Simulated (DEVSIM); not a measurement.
System: abrupt InP n-p junction, at 250 K.

Layer 1 from the left is InP, thickness (μm) 0.200, Nd (cm⁻³) 2.7e16, τn (s) 1.1e-8, τp (s) 1.1e-8. Layer 2 from the left is InP, thickness (μm) 0.470, Na (cm⁻³) 6.9e16, τn (s) 1.1e-8, τp (s) 1.1e-8.

Left contact: ohmic. Right contact: ohmic. Voltage is applied to the left contact. Recombination: SRH at mid-gap, Auger. Mobility is constant in doping.

This is a model device: material constants are rounded textbook-type values typed into the input, and sizes, dopings and lifetimes were drawn at random. Values at 300 K; Nc and Nv go as T^1.5, mobilities as T to minus their exponent, the gap by Varshni's rule with the affinity fixed.

InP: gap (eV) 1.344, affinity (eV) 4.38, permittivity 12.5, Nc (cm⁻³) 5.7e17, Nv (cm⁻³) 1.1e19, μn (cm²/Vs) 5200, μp (cm²/Vs) 170, T exponent of μn 2, T exponent of μp 2, Cn (cm⁶/s) 9e-31, Cp (cm⁶/s) 9e-31, Varshni α (eV/K) 0.000363, Varshni β (K) 162.

DEVSIM, 1D drift-diffusion, Boltzmann statistics, complete ionisation; no tunnelling, impact ionisation, image-force lowering or self-heating.

Problem. What does the simulation give for the largest field in the device at zero bias, the dark forward voltage at 1 A/cm², the potential step across the device at zero bias, the dark forward voltage at 100 A/cm²?

Solution. largest field in the device at zero bias 81000 V/cm; dark forward voltage at 1 A/cm² 0.982 V; potential step across the device at zero bias 1.196 V; dark forward voltage at 100 A/cm² 1.083 V.
